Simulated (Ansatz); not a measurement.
Input and output of a relaxation of the atoms for MnPd₃ (I4/mmm, 8 atoms in the cell) (Ansatz, a quantum-chemistry and plane-wave program).

Level of theory: PBEsol, default PAW files made with PBE (plane waves; Ansatz).

```xyz
8
Lattice="-1.9565 1.9565 7.7480 1.9565 -1.9565 7.7480 1.9565 1.9565 -7.7480" Properties=species:S:1:pos:R:3 pbc="T T T"
Pd     0.0000     1.9565     3.8740
Pd     1.9565     0.0000     3.8740
Pd     0.0000     1.9565     0.0000
Pd     1.9565     0.0000     0.0000
Pd     0.0000     0.0000     5.8033
Pd     0.0000     0.0000     9.6927
Mn     0.0000     0.0000     1.9316
Mn     0.0000     0.0000    13.5644
```
Moments meant for the start (each program seeds them in its own way; μB, in the order of the atoms Pd Pd Pd Pd Pd Pd Mn Mn): 0.0 0.0 0.0 0.0 0.0 0.0 4.0 4.0.

Reference input (self-consistent single point, DFT, PBEsol, plane waves, default PAW files made with PBE): basis.ecutwfc = 420 eV; kpoints.mp_grid.grid = 8 8 8; hamiltonian.xc = pbesol; hamiltonian.pseudopotentials = {kind: paw} (the program's default PAW files); magnetization.spin_polarized = true; scf.occupations.method = cold; scf.occupations.width = 0.272 eV. This run's input differs from it in these lines:

```diff
@@ -26,2 +26,3 @@
   occupations: { method: cold, width: 0.272 }
+relax: {}
 output:
```

Log, with long lists cut:

```
   [... SCF lines of the steps left out ...]
relax step   1: F+E_penalty+E_count = -49178.61986777 eV  Δ(F+E_penalty+E_count) = +0.000e0 eV  max|allowed force component| = 6.916e-2 eV/Å  Δτ_max = 0.0000 Å  (20 SCF iters, dr2 threshold 2.50e-6 eV, accepted)
relax step   2: F+E_penalty+E_count = -49178.62041681 eV  Δ(F+E_penalty+E_count) = -5.490e-4 eV  max|allowed force component| = 3.531e-2 eV/Å  Δτ_max = 0.0092 Å  (8 SCF iters, dr2 threshold 2.99e-7 eV, accepted)
relax step   3: F+E_penalty+E_count = -49178.62053047 eV  Δ(F+E_penalty+E_count) = -1.137e-4 eV  max|allowed force component| = 3.537e-3 eV/Å  Δτ_max = 0.0030 Å  (7 SCF iters, accepted)
the relaxation is at rest under the 16 symmetry operations that the run kept from its start: a minimum is not shown …
the relaxation's final electronic state is not compared with the one that a single-point calculation of its input finds at the relaxed geometry …
Stability not checked (fill_not_monotonic)
Magnetization: 9.3977 μB (73.6989 up, 64.3011 down)
   [... lines left out ...]
Absolute magnetization: 9.6210 μB (∫|ρ↑−ρ↓|, with the PAW one-centre terms)
Free energy (F): -49178.620530 eV
Fermi energy:    18.253164 eV
   [... lines left out ...]
    - { symbol: Pd, position: [0.3749007952253822, 0.3749007952253822, 5.770526702004938e-35] }
    - { symbol: Pd, position: [0.6250992047746179, 0.6250992047746179, 5.001483630677298e-35] }
    - { symbol: Mn, position: [0.12429319763556392, 0.12429319763556392, 1.2331725811718606e-35] }
    - { symbol: Mn, position: [0.8757068023644361, 0.8757068023644361, 2.703667047636237e-38] }
```

The run converged. 

Summary of the result:
```
Quantity                                                 Result
-----------------------------------------------  --------------
Free energy E − TS (on the zero of these files)  -49178.6205 eV
Fermi level (on the code's own zero)                   18.25 eV
Pressure                                              -5.03 GPa
Largest force (vector length)                        0.004 eV/Å
Size of the cell's spin moment                          9.40 μB
Relaxation steps                                              3
```

The starting cell comes from a database of published, mostly measured structures (it also holds non-ambient and calculated ones), without a prior relaxation at this level. The magnetic order is the one reached from the typed start; others were not searched systematically. The relaxation keeps the symmetry of its start, so its end need not be a minimum. Ansatz's pressure includes its estimate of the finite-basis (Pulay) stress.

Cost on one core of a shared machine: roughly 5 min.

Keys are those of Ansatz 0.2.
